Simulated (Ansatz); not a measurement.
What pressure 0.7 GPa does to Se

The parent structure is Se (space group P3_121, No. 152; a = 4.507 Å, c = 4.989 Å; made of chains).

It is then changed as follows: cell and atoms relaxed at a pressure of 0.7 GPa.

Method: DFT with r2SCAN, PAW potentials and a 500 eV plane-wave cutoff in Ansatz (a first-principles code), no spin-orbit coupling, earlier PAW set. k-mesh 9×9×7 (Γ-centred); smearing 0.05 eV (Fermi–Dirac).

```tsv
quantity	base	changed	shift
volume per atom	29.25 Å³	27.48 Å³	-1.763 Å³
density	4.48 g/cm³	4.77 g/cm³	+0.29 g/cm³
lattice parameter a	4.507 Å	4.358 Å	-0.1483 Å
c/a ratio	1.107	1.150	+0.043
shortest interatomic distance	2.373 Å	2.380 Å	+0.007 Å
enthalpy H = E + PV relative to the base's energy	–	+0.12 eV/atom	–
band gap	1.33 eV	1.17 eV	-0.16 eV
gap character	indirect, L → H	indirect, L → H	–
mean gap deformation potential ΔEg/Δln V	–	+2.6 eV	–
width of the top valence band	1.39 eV	1.69 eV	+0.30 eV
electron mass	0.18 mₑ along c, 0.43 mₑ across (at H)	0.15 mₑ along c, 0.33 mₑ across (at H)	–
```

Load acts through the strain it causes; cell and atoms are relaxed under it. Masses are band curvatures over ±0.01 Å⁻¹ around the edge. No phonon test of stability was made. No dispersion term is included, though the crystal is made of layers, chains or molecules, so its spacings can come out too wide.
